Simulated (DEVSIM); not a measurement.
Structure: Si n-i-p diode, at 400 K.

Layer 1 from the left is Si, thickness (μm) 0.570, Nd (cm⁻³) 4.5e17, τn (s) 3.3e-7, τp (s) 3.3e-7. Layer 2 from the left is Si, thickness (μm) 0.560, Na (cm⁻³) 2.2e13, τn (s) 3.3e-7, τp (s) 3.3e-7. Layer 3 from the left is Si, thickness (μm) 1.10, Na (cm⁻³) 1.6e19, τn (s) 3.3e-7, τp (s) 3.3e-7.

Left contact: ohmic. Right contact: ohmic. Voltage is applied to the left contact. Recombination: SRH at mid-gap, radiative. Mobility is μmin + (μ − μmin)/(1 + (N/Nref)^α).

Constants are typed, rounded textbook-type inputs, not results; the design itself was drawn at random and stands for no fabricated device. Values at 300 K; Nc and Nv go as T^1.5, mobilities as T to minus their exponent, the gap by Varshni's rule with the affinity fixed.

Si: gap (eV) 1.124, affinity (eV) 4.05, permittivity 11.7, Nc (cm⁻³) 2.86e19, Nv (cm⁻³) 3.1e19, μn (cm²/Vs) 1417, μp (cm²/Vs) 470, μn,min 52, μp,min 45, Nref,n 9.7e16, Nref,p 2.2e17, αn 0.68, αp 0.72, T exponent of μn 2.3, T exponent of μp 2.2, B (cm³/s) 4.7e-15, Varshni α (eV/K) 0.000473, Varshni β (K) 636.

Model (solved in DEVSIM): 1D drift-diffusion, Boltzmann statistics, complete ionisation; no tunnelling, impact ionisation, image-force lowering or self-heating.

### Question
What does the simulation give for the potential step across the device at zero bias, the dark forward voltage at 100 A/cm², the dark forward voltage at 1 A/cm²?

### Answer
potential step across the device at zero bias 0.901 V; dark forward voltage at 100 A/cm² 0.643 V; dark forward voltage at 1 A/cm² 0.479 V.
